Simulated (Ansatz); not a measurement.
Ansatz (a program for electronic structure) run on GaN (P6_3mc, 4 atoms in the cell): zone-centre phonon calculation.

Method of the run: PBE (plane waves, PAW; Ansatz).

```
CELL_PARAMETERS angstrom
      3.12037     0.00000     0.00000
     -1.56018     2.70232     0.00000
      0.00000     0.00000     5.08072
ATOMIC_POSITIONS crystal
  Ga 0.66667 0.33333 0.49908
  Ga 0.33333 0.66667 0.99908
  N  0.66667 0.33333 0.87592
  N  0.33333 0.66667 0.37592
```

Reference input (self-consistent single point, DFT, PBE, plane waves, default PAW files): kpoints.mp_grid.grid = 10 10 5; hamiltonian.xc = pbe; hamiltonian.pseudopotentials = {kind: paw} (the program's default PAW files); scf.occupations.method = fixed. This run's input differs from it in these lines:

```diff
@@ -21,6 +21,6 @@
     method: fixed
-output:
-  forces: true
-  eigenvalues: true
-  stress: true
+phonons:
+  method: dfpt
+  dielectric: true
+  rigid_motions: translations
```

Log, with long lists cut:

```
SCF iter   1: F=—  HF=-8335.599064 eV  |F-HF|=—  |Δ(HF+E_count)|=         —  Δρ=8.53e-4  dr2=1.23e-4  ethr=1.77e-3  ⟨swp⟩=4.4  Hψ=11107  notcnv=0  defer=163
all-band conjugate gradients solve this SCF's bands
preconditioner: auto → Resta (q_TF=auto, 2.650 Å⁻¹)
SCF iter   2: F=—  HF=-8335.599653 eV  |F-HF|=—  |Δ(HF+E_count)|=   5.89e-4  Δρ=4.37e-4  dr2=2.68e-5  ethr=3.43e-7  ⟨swp⟩=2.7  Hψ=7424  notcnv=0  defer=282
   [... lines left out ...]
SCF iter   5: F=—  HF=-8335.599799 eV  |F-HF|=—  |Δ(HF+E_count)|=   2.66e-7  Δρ=1.67e-5  dr2=9.38e-8  ethr=2.47e-9  ⟨swp⟩=2.3  Hψ=5570  notcnv=0
SCF iter   6: F=—  HF=-8335.599800 eV  |F-HF|=—  |Δ(HF+E_count)|=   1.85e-7  Δρ=7.23e-6  dr2=2.29e-8  ethr=2.61e-10  ⟨swp⟩=2.2  Hψ=5198  notcnv=0
SCF iter   7: F=—  HF=-8335.599800 eV  |F-HF|=—  |Δ(HF+E_count)|=   1.21e-8  Δρ=1.94e-6  dr2=9.71e-10  ethr=6.37e-11  ⟨swp⟩=2.1  Hψ=5354  notcnv=0
SCF iter   8: F=-8335.599800 eV  HF=-8335.599800 eV  |F-HF|=1.64e-11  |Δ(HF+E_count)|=  8.77e-10  Δρ=2.88e-7  dr2=2.84e-11  ethr=1.00e-12  ⟨swp⟩=5.7  Hψ=18587  notcnv=0
SCF 1 converged in 8 iterations: F = -8335.599800 eV  dr2 = 2.84e-11
DFPT response loops at Γ: preconditioner auto → Resta (q_TF=auto, 2.650 Å⁻¹)  ε∞=5.1 (no band partly filled) …
── the response to a field inside a basis, on 10×10×6 k-points: an SCF that follows is theirs, and a resumed run solves both again ──
Crystal: 4 atoms, lattice volume = 42.842 Å³
Bands: 19, of which v1, the nominal top of the filled ones, is band 18 counted from 1 (17 counted from 0)
k-points: 90 of 600 (irreducible under 4 space group operations, time reversal used)
Initial density: handed on by an earlier stage of this run
   [... lines left out ...]
WARN: field response: ε∞ stands inside a basis, on 10×10×6 points …
Free energy (F): -8335.599800 eV
Fermi energy:    10.708169 eV
   [... lines left out ...]
        738.97      1             0.0000
        777.18      1            26.6240
  optical modes at Γ + LO–TO along q̂ = [0.0000, 0.0000, 1.0000]:
      ω (cm⁻¹)  modes    IR ((D/Å)²/amu)
        130.51      2             0.0000
        349.40      1             0.0000
        601.67      2            53.2480
        615.71      2             0.0000
        738.97      1             0.0000
        769.95      1            29.4735
```

The run converged in 13 iterations. 

Summary of the result:
* **Free energy E − TS (on the zero of these files)**: -8335.5998 eV
* **Top of the valence band (on the code's own zero)**: 10.71 eV
* **Gap on the k-point mesh**: 2.33 eV
* **Zone-centre frequencies (cm⁻¹; negative means imaginary)**: 0, 0, 0, 131, 131, 349, 577, 602, 602, 616, 616, 739
* **ε∞ at this k-point mesh, which may be far from converged in small-gap cells (xx, yy, zz)**: 5.48, 5.48, 5.65
* **Born charges at this mesh (mean of the diagonal, e)**: Ga 2.64, Ga 2.64, N -2.64, N -2.64

The starting cell comes from a database of computed structures (which also holds hypothetical and non-ambient phases and stackings), without a prior relaxation at this level. Its lattice was rescaled by a random factor within 2.5 % of one. The frequencies listed for the zone centre hold no LO-TO term.

Cost on one core of a shared machine: roughly 5 min.

Keys are those of Ansatz 0.2.
